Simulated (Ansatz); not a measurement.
Consider Zr in the hcp (Mg type) structure (space group P6_3/mmc, No. 194; relaxed with 0.1 eV smearing).

```yaml
crystal:
  lattice:
    - [3.14377, 0.00000, 0.00000]
    - [-1.57189, 2.72259, 0.00000]
    - [0.00000, 0.00000, 5.09284]
  atoms:
    - { symbol: Zr, position: [0.66667, 0.33333, 0.75000] }
    - { symbol: Zr, position: [0.33333, 0.66667, 0.25000] }
```

Cartesian axes are those of the cell as printed.

The values are results of plane-wave PAW DFT at the LDA level (Ansatz, a first-principles code, 420 eV), without spin-orbit coupling, not measurements.

Strains are applied to the cell and any free atomic positions relax.

One change was made to it. Results:

```tsv
quantity	base	after
energy relative to the base (free energy F)	0 meV/atom	+0.9 meV/atom
pressure (mean of the normal stresses, compression positive)	0.0 GPa	-1.0 GPa
largest internal atomic displacement	–	0.017 Å
```

**Question.** Which of these changes matches the shifts?
A. uniaxial strain ε_xx = +3.00 %
B. uniaxial strain ε_xx = −0.50 %
C. uniaxial strain ε_xx = −3.00 %
D. uniaxial strain ε_xx = +1.00 %

**Answer.** D, uniaxial strain ε_xx = +1.00 %. For comparison, the pressure in the other runs: uniaxial strain ε_xx = +3.00 % gives -2.9 GPa; uniaxial strain ε_xx = −0.50 % gives 0.5 GPa; uniaxial strain ε_xx = −3.00 % gives 2.8 GPa.

Stability against distortions was not tested. All final runs are without spin polarisation.
